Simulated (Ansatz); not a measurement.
**La2O3 under a change: isotropic strain −5.06 %**

Take La2O3 (space group P-3m1, No. 164; a = 3.9403 Å, c = 6.1880 Å) as the base.

The change: an isotropic linear strain of −5.06 %, atoms relaxed at fixed cell.

The values are results of plane-wave PAW DFT at the PBE level (Ansatz, a program for electronic structure, 420 eV), scalar-relativistic without spin-orbit coupling, not measurements. Settings: 10×10×6 k-points, 0.05 eV Fermi–Dirac smearing.

The volume per atom falls by 2.40 Å³ to 14.24 Å³ and the space group is still P-3m1 (No. 164). The energy increases by 169 meV/atom and the pressure (mean of the normal stresses, compression positive) goes up by 25.92 GPa (0.01 GPa → 25.93 GPa). The band gap drops by 0.13 eV (3.83 eV → 3.70 eV) and the gap character changes from indirect, L → M to indirect, K → M. The width of the top valence band increases by 0.425 eV (0.36 eV → 0.79 eV) and the hole mass is 2.5 mₑ along c, 0.89 mₑ across (at K).

Final structure:

```yaml
crystal:
  lattice:
    - [3.74090, 0.00000, 0.00000]
    - [-1.87045, 3.23971, 0.00000]
    - [0.00000, 0.00000, 5.87488]
  atoms:
    - { symbol: La, position: [0.33333, 0.66667, 0.23907] }
    - { symbol: La, position: [0.66667, 0.33333, 0.76093] }
    - { symbol: O, position: [0.00000, 0.00000, 0.00000] }
    - { symbol: O, position: [0.33333, 0.66667, 0.64397] }
    - { symbol: O, position: [0.66667, 0.33333, 0.35603] }
```

Cost of the whole job for the changed cell (relaxation, final SCF and bands): roughly 70 core-seconds.

Masses are band curvatures over ±0.01 Å⁻¹ around the edge. Whether these cells are dynamically stable was not tested.
